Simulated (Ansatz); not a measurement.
Data:

End structure of the (21-32) surface of hexagonal WC in its 1x1 cell (cut with top plane W, bottom plane C), outermost plane spacing 0.53 Å in the ideal cut:

```yaml
crystal:
  lattice:
    - [4.07949, 0.00000, 0.00000]
    - [-0.10653, 6.49970, 0.00000]
    - [0.00000, 0.00000, 27.00000]
  atoms:
    - { symbol: C, position: [0.26597, 0.38183, 0.30484] }
    - { symbol: W, position: [0.75995, 0.39476, 0.32054] }
    - { symbol: C, position: [0.98435, 0.69203, 0.33049] }
    - { symbol: W, position: [0.51551, 0.79471, 0.34810] }
    - { symbol: C, position: [0.74322, 0.10864, 0.35972] }
    - { symbol: W, position: [0.26042, 0.20694, 0.37671] }
    - { symbol: C, position: [0.51646, 0.50546, 0.38871] }
    - { symbol: W, position: [0.01300, 0.60423, 0.40700] }
    - { symbol: C, position: [0.27011, 0.90220, 0.41542] }
    - { symbol: W, position: [0.76877, 0.00581, 0.43544] }
    - { symbol: C, position: [0.02145, 0.30395, 0.44589] }
    - { symbol: W, position: [0.52479, 0.40677, 0.46582] }
    - { symbol: C, position: [0.77295, 0.70702, 0.47556] }
    - { symbol: W, position: [0.27827, 0.80829, 0.49477] }
    - { symbol: C, position: [0.52775, 0.10768, 0.50472] }
    - { symbol: W, position: [0.03125, 0.20865, 0.52405] }
    - { symbol: C, position: [0.28372, 0.51015, 0.53424] }
    - { symbol: W, position: [0.78611, 0.61204, 0.55354] }
    - { symbol: C, position: [0.03684, 0.91040, 0.56357] }
    - { symbol: W, position: [0.53657, 0.01400, 0.58331] }
    - { symbol: C, position: [0.78960, 0.31211, 0.59363] }
    - { symbol: W, position: [0.29342, 0.41352, 0.61212] }
    - { symbol: C, position: [0.55102, 0.71540, 0.62309] }
    - { symbol: W, position: [0.04924, 0.82034, 0.64187] }
    - { symbol: C, position: [0.30040, 0.11793, 0.65165] }
    - { symbol: W, position: [0.80224, 0.22430, 0.66858] }
    - { symbol: C, position: [0.05435, 0.52570, 0.68204] }
    - { symbol: W, position: [0.55657, 0.60283, 0.69459] }
```

Set-up: 28 atoms, C14W14, 10.8 Å thick at the start; mesh 9x6x1; 0.1 eV smearing; dipole correction on; all atoms relaxed; no symmetry held; no spin, no spin-orbit, no U.

Q: Give the work function of the top face at the level PBE (Ansatz, an electronic-structure program).

A: 3.59 eV
